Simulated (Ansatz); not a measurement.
The starting structures come from a database of crystals and need not be the phases stable at ambient conditions.

Tunnelling through a barrier is set by its complex band structure: the current falls as exp(−2κd) with the smallest κ.

Consider the following.

```xyz
12
Lattice="4.7860 0.0000 0.0000 0.0000 8.0865 0.0000 0.0000 0.0000 5.2150" Properties=species:S:1:pos:R:3 pbc="T T T"
Ge     3.5325     5.0507     5.1436
Ge     3.6465     1.0075     0.0714
Ge     1.1395     3.0358     2.6789
Ge     1.2535     7.0790     2.5361
F      2.8177     6.3859     3.9845
F      4.3612     2.3426     1.2305
F      0.4247     1.7006     3.8380
F      1.9683     5.7439     1.3770
F      0.1458     7.8200     0.5822
F      2.2472     3.7767     4.6327
F      2.5387     0.2665     2.0252
F      4.6402     4.3098     3.1897
```

Space group of this cell: P2_12_12_1. The cell was relaxed by PBE-D3(BJ); by r2SCAN its mean pressure is -3.1 GPa.

Transport runs along the normal of the first two printed cell vectors.

The gap is the functional's own. No spin-orbit coupling. Mid-gap values are interpolated on the energy grid.

Q: Give the band gap and the smallest decay constant κ at mid-gap that r2SCAN (Ansatz, a quantum-chemistry and plane-wave program) yields.

A: Gap 4.52 eV on a 6×4×6 mesh; κ = 0.502 1/Å, at (0.333, 0.000) of the in-plane reciprocal vectors. At the zone centre, at the nearest computed energy, the slowest state has κ = 0.54 1/Å.
